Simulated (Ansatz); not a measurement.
Amorphous IGZO (In$_{10}$Ga$_{10}$Zn$_{10}$O$_{40}$), 70 atoms at 6.04 g/cm³, one PBE-relaxed geometry, zone centre. Methods: PBE, scalar-relativistic without spin-orbit coupling (Ansatz, an electronic-structure program); r2SCAN, scalar-relativistic without spin-orbit coupling (Ansatz); HSE06, scalar-relativistic without spin-orbit coupling (Ansatz). Plane waves to 420 eV (r2SCAN 500 eV); exact exchange is cut at the cell's faces. At PBE the levels at the filled edge of the gap are localised (band-tail or defect states). All rungs ran without spin polarisation.

A CHGNet melt-quench gave the starting glass, which DFT then relaxed. O atoms were pushed apart under 1.9 Å during the dynamics, to hinder bonds among them. The hot cell started wider than the set density and was brought back towards it in steps. It is the lowest in DFT energy of 2 quenches. It is a model cell: composition and starting density were chosen by hand, and all elements were melted together. No dispersion term was used. Its density started from a set value of 6.09 and ended at 6.04 g/cm³. The simulated quench (nominally 84 K/ps over its main leg) is rapid and tends to freeze in more defects than a deposited or slowly cooled glass has. One small periodic cell is one sample of the glass; other quenches scatter about these values. The volume was free in the relaxation, at fixed shape. Stress components on the final sampling reach 1.4 GPa.

The relaxation ran on the zone centre alone. At PBE the level gap is 0.70 eV on a 2×2×2 Γ-centred mesh, and the spacing at the zone centre alone 0.70 eV.

### Question
What zone-centre spacing does r2SCAN give, roughly?

### Answer
1.18 eV (+0.49 eV against PBE).

### Question
What zone-centre spacing does HSE06 give, roughly?

### Answer
2.27 eV (+1.57 eV against PBE).

The highest filled and the lowest empty state spread over these numbers of atoms (participation numbers): PBE: 6.1 and 64.3; r2SCAN: 5.9 and 63.1; HSE06: 6.0 and 62.7.
